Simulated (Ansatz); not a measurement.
TiMo3 (model structure, started from the D019 type, P6₃/mmc, No. 194, 8 atoms in the cell), treated with LDA (plane waves, PAW; Ansatz, a first-principles code).

Settings: plane-wave cutoff 520 eV, 12×12×12 k mesh, Fermi–Dirac smearing 0.05 eV, no spin polarisation, scalar-relativistic PAW data made under PBE.

Cell (relaxed at this level):

```
CELL_PARAMETERS angstrom
      5.38038     0.00000     0.00000
     -2.69019     4.65955     0.00000
      0.00000     0.00000     4.89368
ATOMIC_POSITIONS crystal
  Mo 0.83355 0.66710 0.25000
  Mo 0.16645 0.83355 0.75000
  Mo 0.33290 0.16645 0.25000
  Mo 0.16645 0.33290 0.75000
  Mo 0.83355 0.16645 0.25000
  Mo 0.66710 0.83355 0.75000
  Ti 0.33333 0.66667 0.25000
  Ti 0.66667 0.33333 0.75000
```

Task: Give the computed bulk modulus.

Result: 
* **bulk modulus**: 227 GPa

Note: the run has no spin polarisation, so it can have missed a magnetic state; the bulk modulus is −V dP/dV from two relaxed cells at ±2 % in volume; the relaxation could raise the start's symmetry but not lower it, so the cell can be a saddle point.

Computed values are for the static lattice.

A model structure was made by putting elements into a prototype or built by hand; it is no filed structure, need not be a known phase, and can be a saddle point held by its symmetry.
